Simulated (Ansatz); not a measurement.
# ScSi (Cmcm, No. 63; cell taken from a computed entry)

These are r²SCAN (PAW; Ansatz, a first-principles code) values and carry that method's errors.

Numerical settings: plane-wave cutoff 500 eV, 10×10×12 k mesh (along the axes of the cell as run), Fermi–Dirac smearing 0.05 eV, scalar-relativistic PAW data made under PBE.

Cell (relaxed at this level):

```cif
data_Sc4Si4
_chemical_formula_sum 'Sc4 Si4'
_space_group_name_H-M_alt 'Cmcm'
_space_group_IT_number 63
_space_group_name_Hall '-C 2c 2'
_cell_length_a 3.99301
_cell_length_b 9.89134
_cell_length_c 3.66342
_cell_angle_alpha 90.000
_cell_angle_beta 90.000
_cell_angle_gamma 90.000
loop_
_atom_site_label
_atom_site_type_symbol
_atom_site_symmetry_multiplicity
_atom_site_Wyckoff_symbol
_atom_site_fract_x
_atom_site_fract_y
_atom_site_fract_z
_atom_site_occupancy
Sc1 Sc 4 c 0.00000 0.13893 0.25000 1
Si1 Si 4 c 0.00000 0.41919 0.25000 1
```
(The calculation used a cell of 4 atoms; values per cell refer to that cell.)

For ScSi (Cmcm, No. 63; cell taken from a computed entry), the band gap comes out as none.

Note: the relaxation could not lower the start's symmetry, so the cell can be a saddle point above a distorted one.

Computed values are for the static lattice.
